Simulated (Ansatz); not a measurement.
Checking a run of Ansatz (a program for electronic structure) on Rb3MnF7 (P4/mbm, 22 atoms in the cell). The aim is a self-consistent single point with DFT, LDA (PW92), plane waves, default PAW files made with PBE.

Cell that was meant: a = 7.9212 Å, b = 7.9212 Å, c = 5.7958 Å, α = 90.00°, β = 90.00°, γ = 90.00°.

Part of the input:

Ansatz 0.2 input:
```yaml
    - { symbol: Rb, position: [0.695000, 0.195000, 0.500000] }
    - { symbol: Rb, position: [0.805000, 0.695000, 0.500000] }
basis:
  ecutwfc: 65.0
kpoints:
  mp_grid:
    grid: [3, 3, 4]
[...]
scf:
  occupations:
    method: gaussian
    width: 0.272
output:
  forces: true
  eigenvalues: true
```

Output, abridged:

```
   [... lines left out ...]
PAW frozen core: Rb, regenerated for the run's functional, and the local potential with it
Initial density: superposition of atomic densities (chi_scale 0.1, normalization cell, long waves kept (reshape's long-wave potential 0.05 eV rms))
Starting moments: Σ|m| = 8 μB on 2 of 22 sites
Initial wavefunctions: pseudopotential atomic-orbital guess
Eigensolver: davidson
Functional: x = slater, c = lda
SCF iter   1: F=—  HF=-36225.601754 eV  |F-HF|=—  |Δ(HF+E_count)|=         —  Δρ=6.09e-1 (↑6.09e-1 ↓5.07e-1)  dr2=3.90e3  dr2_m=3.55e1  M=0.271 μB ∫|m|=0.563 μB  β_m=0.30  ethr=3.10e-3  ⟨swp⟩=1.0  Hψ=7814  notcnv=0
Mixer restart at iter 1: flushing history
all-band conjugate gradients solve this SCF's bands
preconditioner: auto → none
   [... lines left out ...]
SCF iter  14: F=—  HF=-34004.880266 eV  |F-HF|=—  |Δ(HF+E_count)|=   1.92e-7  Δρ=6.85e-7 (↑6.85e-7 ↓5.63e-7)  dr2=1.23e-8  dr2_m=3.05e-11  M=0.000 μB ∫|m|=0.000 μB  β_m=1.00  ethr=7.96e-11  ⟨swp⟩=2.8  Hψ=3303  notcnv=0  defer=219
SCF iter  15: F=-34004.880266 eV  HF=-34004.880266 eV  |F-HF|=1.38e-10  |Δ(HF+E_count)|=   1.40e-8  Δρ=1.26e-7 (↑1.24e-7 ↓1.26e-7)  dr2=2.26e-10  dr2_m=8.04e-14  M=-0.000 μB ∫|m|=0.000 μB  ethr=6.77e-12  ⟨swp⟩=13.7  Hψ=11807  notcnv=0
SCF 1 converged in 15 iterations: F = -34004.880266 eV  dr2 = 2.26e-10
WARN: the starting moments were not kept: the SCF closed with an absolute magnetisation of 1.0e-6 μB, where they sum to 8 μB in size (2 sites) …
   [... lines left out ...]
Absolute magnetization: 0.0000 μB (∫|ρ↑−ρ↓|, with the PAW one-centre terms)
Free energy (F): -34004.880266 eV
Fermi energy:    13.406113 eV
   [... lines left out ...]
  atom  22  Rb    -0.68706864     0.68706864     0.00000000
--- Stress (GPa, compression-positive) ---
       61.163127       0.000000       0.000000
        0.000000      61.163127       0.000000
        0.000000       0.000000      58.097175
  P = ⅓ Tr σ = 60.1411 GPa (601.411 kbar)
  The stress holds the Pulay correction. Without it, at fixed plane waves, as pw.x and ABINIT print it: P = -1399.4385 GPa
```

Problem. Can these results be used? Check the input.

Solution. The run is not sound. The fault is a basis or grid far too coarse for these potentials. The error of an incomplete plane-wave basis or grid does not cancel at such settings. To fix it, restore the cutoff that the potentials need and check convergence. The run converged in 15 iterations without an error; against the sound input the free energy rises by 174 eV/atom, the pressure goes from -4.30 to 60.14 GPa, the largest force goes from 0.891 to 21.59 eV/Å and the size of the net moment goes from 0.27 to 0.00 μB/atom. At a fixed set of plane waves, without the program's Pulay estimate, the pressure is -1399.44 GPa against -4.96 GPa.

The sound input it was made from differs as follows (other fixes are possible):
```diff
-  ecutwfc: 65.0
+  ecutwfc: 420.0 eV
-    width: 0.272
+    width: 0.272 eV
```

With that input, the run converged in 15 iterations: free energy E − TS (on the zero of these files) -37839.8705 eV; pressure -4.30 GPa; largest force (vector length) 0.891 eV/Å; size of the cell's spin moment 6.00 μB (DFT, LDA (PW92), plane waves, default PAW files made with PBE).

On the sound input: the starting cell comes from a database of published, mostly measured structures (it also holds non-ambient and calculated ones), without a prior relaxation at this level. Its lattice was rescaled by a random factor within 2.5 % of one. The magnetic order is the one reached from the typed start; others were not searched systematically. With a pressure of about -4 GPa the cell is away from its equilibrium volume at this level. Ansatz's pressure includes its estimate of the finite-basis (Pulay) stress. Without the estimate this run gives -4.96 GPa.
